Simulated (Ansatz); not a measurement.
Predicting a run: rocksalt MgO (Fm-3m), hydrostatic pressure (both signs)

Cell and atoms relaxed with PBEsol to each stress σ (compression positive); gaps by PBE, rigid bands (plane waves, PAW, scalar-relativistic; Ansatz, a first-principles code). Unloaded cell: a = b = c = 2.9798 Å, α = β = γ = 60.00°.

| σ (GPa) | ln(V/V₀) (%) | gap (eV) |
|---|---|---|
| 0 | 0 | 4.730 |
| -9.00 | 6.54 | 4.123 |
| -6.00 | 4.15 | 4.338 |
| -3.00 | 1.98 | 4.541 |
| 3.00 | -1.83 | 4.909 |
| 12.00 | -6.64 | 5.400 |
| 18.00 | -9.41 | 5.695 |

Question: Fit E_g = 4.730 eV + aσ + bσ² and ε = cσ + dσ² to the loaded rows by least squares.

Answer: a = 0.0625 eV/GPa, b = -5.04e-04 eV/GPa²; c = -0.652 %/GPa, d = 0.00739 %/GPa².

Question: One run was withheld, at σ = 6.00 GPa. Predict its gap and its ln(V/V₀), then set them beside the run.

Answer: E_g = 4.730 + (0.0625)(6.00) + (-5.04e-04)(6.00)² = 5.087 eV and ε = (-0.652)(6.00) + (0.00739)(6.00)² = -3.65 %. The run gave 5.081 eV and -3.54 %, misses of 0.006 eV and 0.11 percentage points.

Gaps are resolved to about 0.01 eV; third decimals are kept for the arithmetic. Spin-orbit coupling is left out. Every relaxation keeps the rocksalt phase (space group Fm-3m under this load), so a transition, a distortion that breaks the symmetry or fracture can't show.
